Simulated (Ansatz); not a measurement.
Consider GaSe in the beta-GaS type structure (space group P6_3/mmc, No. 194; layered, stacked along the Cartesian z axis).

```
CELL_PARAMETERS angstrom
      3.76901     0.00000     0.00000
     -1.88451     3.26406     0.00000
      0.00000     0.00000    15.95971
ATOMIC_POSITIONS crystal
  Ga 0.33333 0.66667 0.17345
  Ga 0.66667 0.33333 0.67345
  Ga 0.66667 0.33333 0.82655
  Ga 0.33333 0.66667 0.32655
  Se 0.33333 0.66667 0.59959
  Se 0.66667 0.33333 0.09959
  Se 0.66667 0.33333 0.40041
  Se 0.33333 0.66667 0.90041
```

All numbers come from Ansatz (a quantum-chemistry and plane-wave program) PBE-D3(BJ), no spin-orbit coupling.

One change was made to it. Results:

| quantity | base | after |
|---|---|---|
| c/a ratio | 4.234 | 4.159 |
| band gap | 0.87 eV | 0.84 eV |
| volume per atom | 24.54 Å³ | 23.32 Å³ |

Q: Which change produced these results?
A) pressure 30 GPa
B) pressure 1.8 GPa
C) pressure −1 GPa
D) pressure 45 GPa
E) pressure 18 GPa

A: B, pressure 1.8 GPa. For comparison, the band gap in the other runs: pressure 30 GPa gives zero; pressure 18 GPa gives zero; pressure −1 GPa gives 0.95 eV; pressure 45 GPa gives zero.

A case with no gap was solved on a k-mesh chosen for an insulator, which is coarse for it. Load acts through the strain it causes; cell and atoms are relaxed under it. Stability against distortions was not tested. No other phases were tried under pressure. All final runs are without spin polarisation. The zero or small gap of GaSe under pressure 30 GPa and GaSe under pressure 18 GPa can change with the level of theory.
